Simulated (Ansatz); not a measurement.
BeS (F-43m), r2SCAN with spin-orbit coupling, rigid bands in Ansatz (a quantum-chemistry and plane-wave program): N_c = 1.97e19 cm⁻³ at 300 K and an electron conductivity mass of 0.373 mₑ.

Question: For 1e17 electrons per cm³ at 300 K, place the Fermi level, estimate the Seebeck coefficient of a parabolic band with constant τ, and give mobility and conductivity for τ = 10 fs.

Answer: The level lies k_BT ln(N_c/n) = 0.137 eV below the conduction-band minimum. S ≈ −(k_B/e)[ln(N_c/n) + 5/2] = -671 μV/K, against -669 μV/K from the full bands (mean over directions). μ = eτ/m = 47.2 cm²/(V·s) and σ = neμ = 0.755 S/cm. τ is assumed, not computed.

Band transport and this doping are assumed; polarons and phonon drag are left out.
